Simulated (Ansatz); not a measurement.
**Mg2Ge, response to strain**

Consider Mg$_{2}$Ge in the anti-fluorite structure (space group Fm-3m, No. 225; a = 6.364 Å). Axes: x, y, z lie along the cube axes.

Strains are applied to the cell and any free atomic positions relax.

Method: PBEsol/PAW in Ansatz (a quantum-chemistry and plane-wave program), no spin-orbit coupling.

### Question
Only one of these has no band gap. Which?
(A) uniaxial strain ε_zz = −2.00 %
(B) uniaxial strain ε_zz = −0.50 %
(C) uniaxial strain ε_zz = +0.50 %

### Answer
A, uniaxial strain ε_zz = −2.00 %. Computed: uniaxial strain ε_zz = +0.50 %: 0.07 eV; uniaxial strain ε_zz = −2.00 %: zero; uniaxial strain ε_zz = −0.50 %: 0.05 eV

Whether these cells are dynamically stable was not tested. All final runs are without spin polarisation. The zero or small gap of Mg2Ge can change with the level of theory.
